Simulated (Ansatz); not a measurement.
Where the default PAW files enter, the runs use the earlier of Ansatz's two default sets.

The decay constant κ of evanescent states in the gap governs leakage through a thin film.

Given:

```yaml
crystal:
  lattice:
    - [4.61520, 0.00000, 0.00000]
    - [0.00000, 4.61520, 0.00000]
    - [0.00000, 0.00000, 3.04778]
  atoms:
    - { symbol: Mg, position: [0.50000, 0.50000, 0.50000] }
    - { symbol: Mg, position: [0.00000, 0.00000, 0.00000] }
    - { symbol: F, position: [0.30292, 0.30292, 0.00000] }
    - { symbol: F, position: [0.69708, 0.69708, 0.00000] }
    - { symbol: F, position: [0.19708, 0.80292, 0.50000] }
    - { symbol: F, position: [0.80292, 0.19708, 0.50000] }
```

Space group of this cell: P4_2/mnm, rutile. The cell is taken as given; by r2SCAN its mean pressure is 0.5 GPa.

Transport runs along the normal of the first two printed cell vectors, the (001) plane of the conventional cell.

No gap correction and no spin-orbit coupling; mid-gap values are interpolated between computed energies.

Q: Predict the band gap and the smallest decay constant κ at mid-gap from r2SCAN run with Ansatz (a program for electronic structure).

A: Gap 8.09 eV on a 8×8×10 mesh; κ = 0.566 1/Å, at the zone centre.
